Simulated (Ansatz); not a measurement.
Take AlN in the wurtzite structure (space group P6_3mc, No. 186) as the base.

```yaml
crystal:
  lattice:
    - [3.11382, 0.00000, 0.00000]
    - [-1.55691, 2.69665, 0.00000]
    - [0.00000, 0.00000, 4.98358]
  atoms:
    - { symbol: Al, position: [0.33333, 0.66667, 0.99641] }
    - { symbol: Al, position: [0.66667, 0.33333, 0.49641] }
    - { symbol: N, position: [0.33333, 0.66667, 0.37839] }
    - { symbol: N, position: [0.66667, 0.33333, 0.87839] }
```

The values are results of DFT with PBEsol, PAW potentials and a 420 eV plane-wave cutoff in Ansatz (an electronic-structure program), no spin-orbit coupling, not measurements.

Base values:

```
Item                                   Value
---------------------  ---------------------
Valence-band top at Γ  0.00, -0.22, -0.22 eV
```

Perturbation: the cell is scaled by 0.9799 in all directions, atoms relaxed at fixed cell.

Question: What happens to the mean gap deformation potential ΔEg/Δln V?

Answer: The mean gap deformation potential ΔEg/Δln V comes out as -8.8 eV.

Question: What does the calculation give for the valence-band top at Γ after the change?

Answer: The valence-band top at Γ (three highest levels, from the VBM) becomes 0.00, -0.25, -0.25 eV (base: 0.00, -0.22, -0.22 eV).

Question: What does the calculation give for the energy relative to the base after the change?

Answer: The energy increases by 25 meV/atom.

The cells carry an imposed strain or load. Stability against distortions was not tested.
